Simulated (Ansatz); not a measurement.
The reference is ZnS in the zinc blende structure (space group F-43m, No. 216; a = 5.3891 Å). Axes: x, y, z lie along the cube axes.

Computed with Ansatz (an electronic-structure program) r2SCAN, scalar-relativistic without spin-orbit coupling.

For the base:

| Quantity | Result |
|---|---|
| Pressure | 0.00 GPa |

Modification: compressive biaxial strain of 3.00 % in the plane normal to [001], as in epitaxy on a mismatched substrate; the out-of-plane cell vector and the atoms relax.

Q: Estimate the effect on the out-of-plane strain.

A: The out-of-plane strain comes out as +3.49 %.

Q: Predict the new pressure.

A: The pressure (mean of the normal stresses, compression positive) goes from zero to 2.10 GPa.

No phonon test of stability was made.
